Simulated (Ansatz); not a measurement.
# Energy of InSe (space group No. 12) less that of InSe (space group No. 160), by level of theory

No measured value is used here.

```csv
level (code),value (meV/atom)
LDA (Ansatz),5
PBEsol (Ansatz),12
r²SCAN-D4 (Ansatz),…
r²SCAN+rVV10 (Ansatz),14
```

### Question
Fill in the missing entries.

### Answer

- r²SCAN-D4 (Ansatz, a first-principles code), value (meV/atom): 22

LDA, PBEsol, r²SCAN-D4, r²SCAN+rVV10: the relaxation could not lower the start's symmetry, so the cell can be a saddle point above a distorted one. Each level is taken at its own relaxed cell. Ansatz's density-functional and Hartree–Fock values are scalar-relativistic unless marked +SOC, with PAW data made under PBE.
